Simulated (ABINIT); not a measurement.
Input and output of a self-consistent single point for AlCr2C (P6_3/mmc, 8 atoms in the cell) (ABINIT).

Method: PBE, norm-conserving pseudopotentials (PseudoDojo nc-sr-05 PBE standard) (plane waves; ABINIT).

The change in words: lattice scaled by 0.98. Reference geometry:
```
AlCr2C
1.0
    2.78272     0.00000     0.00000
   -1.39136     2.40991     0.00000
    0.00000     0.00000    12.41235
Al Cr C
2 4 2
Direct
  0.66667   0.33333   0.25000
  0.33333   0.66667   0.75000
  0.33333   0.66667   0.41494
  0.66667   0.33333   0.58506
  0.66667   0.33333   0.91494
  0.33333   0.66667   0.08506
  0.00000   0.00000   0.50000
  0.00000   0.00000   0.00000
```

Reference input (self-consistent single point, DFT, PBE, plane waves, norm-conserving pseudopotentials (PseudoDojo nc-sr-05 PBE standard)): pseudos = [Al.upf, Cr.upf, C.upf]; ecut = 1279 eV; ixc = 11; occopt = 3; tsmear = 0.136 eV; ngkpt = 9 9 2; nshiftk = 1; shiftk = 0 0 0; potentials = PseudoDojo nc-sr-05 PBE standard; nband = 45; kptopt = 1; nstep = 60. This run's input differs from it in these lines:

```diff
@@ -5,5 +5,5 @@
 rprim
-         5.2585855032    0.0000001711    0.0000000000
-        -2.6292928998    4.5540685482    0.0000000000
-         0.0000000000    0.0000000000   23.4559401733
+         5.1534144430    0.0000002273    0.0000000000
+        -2.5767074184    4.4629877102    0.0000000000
+         0.0000000000    0.0000000000   22.9868213320
 natom 8
@@ -13,9 +13,9 @@
 xcart
-         1.3913617788    0.8033031579    3.1030872500
-        -0.0000000523    1.6066062252    9.3092617500
-        -0.0000000523    1.6066062252    5.1503800941
-         1.3913617788    0.8033031579    7.2619689059
-         1.3913617788    0.8033031579   11.3565545941
-        -0.0000000523    1.6066062252    1.0557944059
-         0.0000000000    0.0000000000    6.2061745000
+         1.3635347061    0.7872372098    3.0410255000
+        -0.0000000695    1.5744742993    9.1230765000
+        -0.0000000695    1.5744742993    5.0473724839
+         1.3635347061    0.7872372098    7.1167295161
+         1.3635347061    0.7872372098   11.1294234839
+        -0.0000000695    1.5744742993    1.0346785161
+         0.0000000000    0.0000000000    6.0820510000
          0.0000000000    0.0000000000    0.0000000000
```

Output, abridged:

```
--- !BeginCycle
solver: {iscf: 7, nstep: 60, nline: 4, wfoptalg: 0, }
tolerances: {toldfe: 1.00E-09, }
...

     iter   Etot(hartree)      deltaE(h)  residm     vres2
 ETOT  1  -369.22672054030    -3.692E+02 2.373E-01 1.176E+04
 ETOT  2  -352.11422733831     1.711E+01 2.115E-01 1.132E+05
 ETOT  3  -372.55304759357    -2.044E+01 5.164E-02 4.683E+02
 ETOT  4  -372.69007302780    -1.370E-01 3.784E-02 1.870E+02
 ETOT  5  -372.71165319297    -2.158E-02 7.216E-03 5.292E+00
   [... 8 lines left out ...]
 ETOT 14  -372.71374124586    -5.921E-09 7.515E-04 6.759E-07
 ETOT 15  -372.71374124757    -1.710E-09 9.290E-04 9.601E-08
 ETOT 16  -372.71374124812    -5.502E-10 4.229E-04 1.498E-08
 ETOT 17  -372.71374124832    -1.992E-10 5.673E-04 2.639E-09
 At SCF step   17, etot is converged :
  for the second time, diff in etot=  1.992E-10 < toldfe=  1.000E-09

 Cartesian components of stress tensor (hartree/bohr^3)
  sigma(1 1)= -1.19612879E-03  sigma(3 2)=  0.00000000E+00
  sigma(2 2)= -1.19612879E-03  sigma(3 1)=  0.00000000E+00
  sigma(3 3)= -1.29981002E-03  sigma(2 1)=  2.37688197E-13

 ----iterations are completed or convergence reached----

 reduced coordinates (array xred) for    8 atoms
       0.666666668858      0.333333335527      0.250000002186
       0.333333335525      0.666666668861      0.750000002186
       0.333333335525      0.666666668861      0.414940002908
       0.666666668858      0.333333335527      0.585060001463
       0.666666668858      0.333333335527      0.914940002908
       0.333333335525      0.666666668861      0.085060001463
   [... lines left out ...]
 Fermi (or HOMO) energy (hartree) =   0.47197   Average Vxc (hartree)=  -0.48232
   [... lines left out ...]
total_energy        : -3.72713741248321E+02
total_energy_eV     : -1.01420566830048E+04
band_energy         : -3.28673724361352E+01
...

-Cartesian components of stress tensor (GPa)         [Pressure=  3.6208E+01 GPa]
- sigma(1 1)= -3.51913181E+01  sigma(3 2)=  0.00000000E+00
- sigma(2 2)= -3.51913181E+01  sigma(3 1)=  0.00000000E+00
- sigma(3 3)= -3.82417246E+01  sigma(2 1)=  6.99302701E-09

 Calculation completed.
```

The run converged in 17 iterations. Against the reference run the free energy rises by 98.7 meV/atom, the pressure goes from 16.37 to 36.21 GPa and the largest force goes from 0.584 to 1.429 eV/Å.

The starting cell comes from a database of computed structures (which also holds hypothetical and non-ambient phases and stackings), without a prior relaxation at this level. Its lattice was rescaled by a random factor within 2.5 % of one. For this run, on top of that: lattice scaled by 0.98. Spin polarisation is off. With a pressure of about 36 GPa the cell is away from its equilibrium volume at this level. Forces in this geometry exceed 1 eV/Å.

Cost on one core of a shared machine: roughly 6 min.
